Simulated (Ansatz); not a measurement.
Take SiO₂ in the CdI2 type structure (space group P-3m1, No. 164; a = 2.670 Å, c = 4.509 Å; a hypothetical phase, not in the database extracts checked; layered, stacked along the Cartesian z axis) as the base.

Modification: cell and atoms relaxed at a pressure of 3 GPa.

Levels (all Ansatz, a first-principles code, PAW, earlier PAW set): PBEsol-D3(BJ) (420 eV, no spin-orbit coupling); r2SCAN (500 eV, spin-orbit coupling left out); HSE06 (420 eV, no SOC); PBEsol+SOC (420 eV, noncollinear with spin-orbit coupling); HSE06+SOC (420 eV, spin-orbit coupling included).

One geometry, relaxed with PBEsol-D3(BJ), under each level:

```tsv
level	band gap	lowest conduction level above the VBM at special points	electron mass
PBEsol-D3(BJ)	6.30 eV	Γ 6.30 eV; A 7.42 eV; M 7.64 eV; L 7.88 eV	0.74 mₑ along c, 0.37 mₑ across (at Γ)
r2SCAN	7.25 eV	Γ 7.25 eV; A 8.44 eV; M 8.75 eV; L 8.98 eV	0.72 mₑ along c, 0.37 mₑ across (at Γ)
HSE06	8.39 eV	Γ 8.39 eV; A 9.60 eV; M 9.79 eV	–
PBEsol+SOC	6.30 eV	Γ 6.30 eV; A 7.42 eV; M 7.64 eV; L 7.88 eV	0.74 mₑ along c, 0.37 mₑ across (at Γ)
HSE06+SOC	8.39 eV	Γ 8.39 eV; A 9.60 eV; M 9.79 eV	–
```

Single points use the geometry relaxed with PBEsol-D3(BJ). Their cutoffs differ, which shifts pressures a little. HSE06 gaps are upper bounds (no full band path). The spin-orbit shifts are approximate. Load acts through the strain it causes; cell and atoms are relaxed under it. Masses are band curvatures over ±0.01 Å⁻¹ around the edge. Stability against distortions was not tested.
